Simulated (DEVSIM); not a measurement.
Device: abrupt GaSb p-n junction, at 300 K.

| layer (left to right) | material | thickness (μm) | Nd (cm⁻³) | Na (cm⁻³) | τn (s) | τp (s) |
|---|---|---|---|---|---|---|
| 1 | GaSb | 0.140 | - | 6.4e16 | 9.9e-10 | 9.9e-10 |
| 2 | GaSb | 21.0 | 9.5e15 | - | 9.9e-10 | 9.9e-10 |

Left contact: ohmic. Right contact: ohmic. Voltage is applied to the left contact. Recombination: SRH at mid-gap, radiative. Mobility is μmin + (μ − μmin)/(1 + (N/Nref)^α).

The device is made up for the run: typed textbook-type constants, with dimensions and the other settings drawn at random. Values at 300 K.

| parameter | GaSb |
|---|---|
| gap (eV) | 0.726 |
| affinity (eV) | 4.06 |
| permittivity | 15.7 |
| Nc (cm⁻³) | 2.1e17 |
| Nv (cm⁻³) | 1.8e19 |
| μn (cm²/Vs) | 5000 |
| μp (cm²/Vs) | 850 |
| μn,min | 1000 |
| μp,min | 190 |
| Nref,n | 2.8e17 |
| Nref,p | 9e17 |
| αn | 1.05 |
| αp | 0.65 |
| B (cm³/s) | 1e-10 |

DEVSIM, 1D drift-diffusion, Boltzmann statistics, complete ionisation; no tunnelling, impact ionisation, image-force lowering or self-heating.

**Question.** Tabulate band edges, carrier densities and field at 0.7 V on the left contact.

**Answer.** Energies count from the Fermi level of the right contact; mesh points crowd at the junctions.

```csv
x (μm),Ec (eV),Ev (eV),n (cm⁻³),p (cm⁻³),field (V/cm)
0.000,-0.120,-0.846,3.8e7,6.4e16,14
0.02118,-0.120,-0.846,1.1e14,6.4e16,≈ 0
0.05198,-0.120,-0.846,2.6e14,6.4e16,-120
0.09493,-0.122,-0.848,5.2e14,5.8e16,-1500
0.1313,-0.138,-0.864,1.2e15,3.2e16,-8900
0.1493,-0.157,-0.883,2.7e15,1.5e16,-9700
0.1825,-0.179,-0.905,6.5e15,6.3e15,-4200
0.2791,-0.194,-0.920,1.2e16,3.3e15,-250
0.4289,-0.193,-0.919,1.2e16,2.9e15,110
0.7415,-0.190,-0.916,1.2e16,2.6e15,120
1.316,-0.183,-0.909,1.1e16,2.0e15,120
3.056,-0.161,-0.887,1.0e16,8.8e14,130
5.992,-0.122,-0.848,9.7e15,2.2e14,130
11.06,-0.055,-0.781,9.5e15,1.9e13,130
17.04,0.025,-0.701,9.5e15,1.1e12,130
19.10,0.053,-0.673,9.5e15,3.9e11,130
20.09,0.066,-0.660,9.5e15,2.0e11,130
20.63,0.073,-0.653,9.5e15,1.1e11,130
20.94,0.077,-0.649,9.5e15,4.3e10,130
21.05,0.079,-0.647,9.5e15,2.1e10,130
21.11,0.080,-0.646,9.5e15,7.8e9,130
21.14,0.080,-0.646,9.5e15,2.5e8,130
```
